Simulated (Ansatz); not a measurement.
**Os under a change: uniaxial strain ε_zz = −1.00 %**

Take Os in the hcp (Mg type) structure (space group P6_3/mmc, No. 194; a = 2.7290 Å, c = 4.3091 Å; relaxed with 0.1 eV smearing) as the base. Axes: x lies along a and z along c of the hexagonal cell.

Now apply this change: uniaxial strain ε_zz = −1.00 %, all other strain components held at zero, atoms relaxed at fixed cell.

Calculations: Ansatz (a program for electronic structure) PBEsol, scalar-relativistic without spin-orbit coupling. Γ-centred 24×24×14 mesh, Fermi–Dirac width 0.1 eV.

| quantity | base | changed | shift |
|---|---|---|---|
| volume per atom | 13.90 Å³ | 13.76 Å³ | -0.14 Å³ |
| space group | P6_3/mmc (No. 194) | P6_3/mmc (No. 194) | – |
| energy relative to the base (free energy F) | 0 meV/atom | +3.9 meV/atom | +3.9 meV/atom |
| pressure (mean of the normal stresses, compression positive) | 0.0 GPa | 4.7 GPa | +4.7 GPa |
| band gap | zero | zero | – |
| stress (xx, yy, zz, yz, xz, xy; compression positive) | – | (2.5, 2.5, 9.1, 0.0, 0.0, 0.0) GPa | – |

Stability against distortions was not tested. All final runs are without spin polarisation.
